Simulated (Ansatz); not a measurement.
Consider SiO₂ (space group P3_221, No. 154).

```yaml
crystal:
  lattice:
    - [5.02211, 0.00000, 0.00000]
    - [-2.51105, 4.34927, 0.00000]
    - [0.00000, 0.00000, 5.51028]
  atoms:
    - { symbol: Si, position: [0.47673, 0.47673, 0.00000] }
    - { symbol: Si, position: [0.52327, 0.00000, 0.66667] }
    - { symbol: Si, position: [0.00000, 0.52327, 0.33333] }
    - { symbol: O, position: [0.41453, 0.15915, 0.87178] }
    - { symbol: O, position: [0.84085, 0.25538, 0.53845] }
    - { symbol: O, position: [0.15915, 0.41453, 0.12822] }
    - { symbol: O, position: [0.58547, 0.74462, 0.79488] }
    - { symbol: O, position: [0.25538, 0.84085, 0.46155] }
    - { symbol: O, position: [0.74462, 0.58547, 0.20512] }
```

Calculations: Ansatz (a first-principles code), PBE, PAW, cutoff 420 eV, no spin-orbit coupling.

For the base:

The volume per atom is 13.37 Å³ and the c/a ratio is 1.097.

Modification: a hydrostatic pressure of 15 GPa.

Q: What does the calculation give for the volume per atom after the change?

A: The volume per atom shrinks by 2.96 Å³ (13.37 Å³ → 10.41 Å³).

Q: How does this affect the c/a ratio?

A: The c/a ratio goes up by 0.047 (1.097 → 1.144).

Load acts through the strain it causes; cell and atoms are relaxed under it. Whether these cells are dynamically stable was not tested. Competing high-pressure phases were not computed.
